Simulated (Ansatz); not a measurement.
Start from Li2Se in the anti-fluorite structure (space group Fm-3m, No. 225; a = 5.9448 Å).

Perturbation: the cell is scaled by 1.0150 in all directions, atoms relaxed at fixed cell.

All numbers come from Ansatz (a program for electronic structure) PBEsol, without spin-orbit coupling.

Base, band edges from the VBM (valence, conduction): X -1.51, 2.82; W -1.86, 5.07; L -0.55, 5.14; Γ 0.00, 3.36; K -1.23, 4.00; U -1.23, 4.00 eV.

**Question.** Give the band edges at the high-symmetry points of the new zone, measured from its valence-band maximum.

**Answer.** 
```tsv
point	valence edge (eV)	conduction edge (eV)
Γ	0.00	3.18
X	-1.42	2.85
U	-1.15	3.98
K	-1.15	3.98
L	-0.52	4.96
W	-1.74	5.01
```

The gap is 2.85 eV, indirect, Γ → X.

The cells carry an imposed strain or load. Whether these cells are dynamically stable was not tested.
